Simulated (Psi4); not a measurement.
Psi4 1.11, CCSD(T)/cc-pvdz, cc_type df, scf_type df, freeze_core True: sulfuric acid (O=S(=O)(O)O), 7 atoms. The geometry is a generated start, not checked to be a minimum at this level.

* **task**: energy
* **basis**: cc-pvdz
* **memory**: 7 GB
* **scf_type**: df
* **freeze_core**: true
* **guess**: auto, which took SAD (default)
* **diis_max_vecs**: 10 (default)
* **scf_initial_accelerator**: adiis (default)
* **e_convergence**: 1e-08 (default)
* **d_convergence**: 1e-08 (default)
* **basis functions (reference run)**: 84

```xyz
7

O     -0.6955     1.1148     0.3091
S     -0.2360    -0.3659    -0.0319
O     -0.7955    -0.7172    -1.2824
O     -0.4232    -1.1597     1.1247
O      1.3215    -0.1528    -0.2290
H     -0.8912     1.5411    -0.5248
H      1.7198    -0.2603     0.6343
```
Charge 0, spin multiplicity 1.

Differences are taken against the run with method = ccsd(t), cc_type = df; no run here is proven converged. Single runs; times are not shown.

Settings tried, all else as in the reference:
- method = dlpno-ccsd(t0), pno_convergence = tight
- method = dlpno-ccsd(t0), pno_convergence = loose
- method = dlpno-ccsd(t), pno_convergence = loose
- method = dlpno-ccsd(t), pno_convergence = normal
- method = dlpno-ccsd(t0), pno_convergence = normal
- method = dlpno-ccsd(t), pno_convergence = tight

### Question
Which of these stay within 10 meV/atom in energy of the reference run?

### Answer
Within it: method = dlpno-ccsd(t), pno_convergence = tight; method = dlpno-ccsd(t), pno_convergence = normal; method = dlpno-ccsd(t0), pno_convergence = tight. At the edge (between 0.75 and 1.33 times the tolerance): method = dlpno-ccsd(t0), pno_convergence = normal. Outside: method = dlpno-ccsd(t), pno_convergence = loose; method = dlpno-ccsd(t0), pno_convergence = loose.

```tsv
setting	energy against the reference
method = dlpno-ccsd(t), pno_convergence = tight	+0.81 meV/atom
method = dlpno-ccsd(t), pno_convergence = normal	+2.3 meV/atom
method = dlpno-ccsd(t0), pno_convergence = tight	+7.3 meV/atom
method = dlpno-ccsd(t0), pno_convergence = normal	+8.8 meV/atom
method = dlpno-ccsd(t), pno_convergence = loose	+41 meV/atom
method = dlpno-ccsd(t0), pno_convergence = loose	+44 meV/atom
```

Total energies are compared; such shifts often cancel in part in energy differences. (T0) leaves out the off-diagonal Fock couplings of the triples. The tolerance is a choice made for this comparison.
